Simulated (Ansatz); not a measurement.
# Effect of x(Cd) = 0.333, 6 atoms, I-4m2 on HgTe

Base system: HgTe in the zinc blende structure (space group F-43m, No. 216; a = 6.651 Å).

The other end (x = 1) is CdTe in the zinc blende structure (space group F-43m, No. 216): 36.23 Å³/atom, gap 0.59 eV.

One thing is altered: a fraction x = 0.333 of the Hg sites is given to Cd, ordered in a cell of 6 atoms (starting symmetry I-4m2) and fully relaxed.

The values are results of PBE in Ansatz (plane waves to 420 eV, PAW, no SOC), not measurements. Settings: 10×10×10 k-points, 0.05 eV Fermi–Dirac smearing, for the changed cell.

* **Volume per atom**: 36.59 Å³ (base 36.77 Å³)
* **Density**: 6.78 g/cm³ (base 7.41 g/cm³)
* **Shortest interatomic distance**: 2.868 Å (base 2.880 Å)
* **Band gap**: zero (base zero)
* **Mixing energy**: 0.00 eV/atom (to 0.01 eV only: unlike meshes or grids)
* **Deviation of the volume from the linear (Vegard-type) interpolation**: 0.0 %
* **Mean first-shell distances**: Hg–Te 2.879 Å (end compound 2.880 Å), Cd–Te 2.868 Å (end compound 2.866 Å)

Cost of the whole job for the changed cell (relaxation, final SCF and bands): about 13 core-minutes (a rough figure).

Each cell is one ordered arrangement of few atoms, which overstates ordering effects compared with a random alloy. Spin-orbit coupling, missing from the scalar runs, can matter with Hg and Te. Whether these cells are dynamically stable was not tested. All final runs are without spin polarisation. The zero or small gap of CdHg2Te3 and HgTe can change with the level of theory.

Ansatz is a quantum-chemistry and plane-wave program.
